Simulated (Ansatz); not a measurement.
Base system: KMnBr3 in the cubic perovskite structure (space group Pm-3m, No. 221; a = 5.364 Å; ferromagnetic; a hypothetical phase, not in the database extracts checked). Axes: x, y, z lie along the cube axes.

Calculations: DFT with PBE, PAW potentials and a 420 eV plane-wave cutoff in Ansatz (an electronic-structure program), without spin-orbit coupling.

One thing is altered: uniaxial strain ε_yy = −5.92 %, all other strain components held at zero, atoms relaxed at fixed cell.

Question: Predict the stress tensor and what it implies for the stiffness.

Answer: Stress of the strained cell less that of the base (GPa, compression positive):
```
    1.3     0.0     0.0
    0.0     3.8     0.0
    0.0     0.0     1.3
```

Then −Δσ_ii/ε with ε = -0.0592 gives secant stiffness values (nonlinear terms included at this strain): C22 ≈ 64 GPa, C12 ≈ 21 GPa and C23 ≈ 21 GPa.

As a check, the harmonic strain energy −½ V₀ Δσ:ε is 22 meV/atom; the computed energy rise is 19 meV/atom.

No phonon test of stability was made. No Hubbard U is applied and the magnetic state is the run's own (KMnBr3 ferromagnetic); other magnetic orders, which need larger cells, were not tried and can change the gap. Many cubic perovskites are stable only at high temperature; tilts and polar distortions were not tested.
